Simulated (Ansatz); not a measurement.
The starting structures come from a database of crystals and need not be the phases stable at ambient conditions.

 Where the default PAW files enter, the runs use the earlier of Ansatz's two default sets.

Evanescent states of K₂TeBr₆ (Fm-3m, not sure to be the ambient phase, 9 atoms a cell, 33.6 Å³ an atom) along the normal of (111)

The numbers are results of r2SCAN (plane waves, PAW; Ansatz, a quantum-chemistry and plane-wave program), not measurements.

The gap is the functional's own. No spin-orbit coupling. Mid-gap values are interpolated on the energy grid.

Energies count from the valence-band top; κ is the least over a 6×6 mesh across the current.

```
E (eV)  κ (1/Å)  where
------  -------  -----
0.06      0.138  off Γ
0.17      0.198  off Γ
0.28      0.224      Γ
0.39      0.235      Γ
0.49      0.243      Γ
0.60      0.243  off Γ
0.71      0.241  off Γ
0.82      0.237  off Γ
0.94      0.233  off Γ
1.04      0.227  off Γ
1.16      0.219  off Γ
1.26      0.210  off Γ
1.38      0.199  off Γ
1.49      0.185  off Γ
1.59      0.168  off Γ
1.71      0.146  off Γ
1.81      0.117  off Γ
1.93      0.073  off Γ
```

Q: How thick must the barrier be to attenuate the transmission by 10^6 when the electrodes' Fermi level lies at 0.39 eV, and what attenuation does that film give at 0.71 eV?

A: d = 6 ln 10 / (2 × 0.235) = 29.4 Å. At 0.71 eV it gives 6 × 0.241/0.235 = 6.2 decades.
